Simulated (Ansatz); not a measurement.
Amorphous In₂₄O₃₈Hf, 63 atoms at 6.62 g/cm³, one PBE-relaxed geometry, zone centre. Methods: PBE, scalar-relativistic without spin-orbit coupling (Ansatz, a program for electronic structure); r2SCAN, scalar-relativistic without spin-orbit coupling (Ansatz); HSE06, scalar-relativistic without spin-orbit coupling (Ansatz). Plane waves to 420 eV (r2SCAN 500 eV); exact exchange is cut at the cell's faces. At PBE the levels at the filled edge of the gap are localised (band-tail or defect states), and the nearest spread-out levels lie 0.7 eV apart at the zone centre. All rungs ran without spin polarisation.

The cell was made by melting and quenching with the CHGNet potential and then relaxed with DFT. O atoms were pushed apart under 1.9 Å during the dynamics, to hinder bonds among them. The hot cell started wider than the set density and was brought back towards it in steps. It is the lowest in DFT energy of 2 quenches. It is a model cell: composition and starting density were chosen by hand, and all elements were melted together. No dispersion term was used. Its density started from a set value of 6.62 and ended at 6.62 g/cm³. The simulated quench (nominally 220 K/ps over its main leg) is rapid and tends to freeze in more defects than a deposited or slowly cooled glass has. Values belong to this one cell and scatter from quench to quench. The volume was held where the preparation left it, at a PBE pressure of -0.6 GPa (tension). Stress components on the final sampling reach 1.3 GPa.

The relaxation ran on the zone centre alone. At PBE the level gap is 0.42 eV on a 2×2×2 Γ-centred mesh, and the spacing at the zone centre alone 0.44 eV.

Task: What zone-centre spacing does r2SCAN give, roughly?

Result: 0.83 eV (+0.40 eV against PBE).

Task: What zone-centre spacing does HSE06 give, roughly?

Result: 1.76 eV (+1.32 eV against PBE).

The highest filled and the lowest empty state spread over these numbers of atoms (participation numbers): PBE: 10.5 and 58.5; r2SCAN: 9.1 and 58.5; HSE06: 10.7 and 58.3.
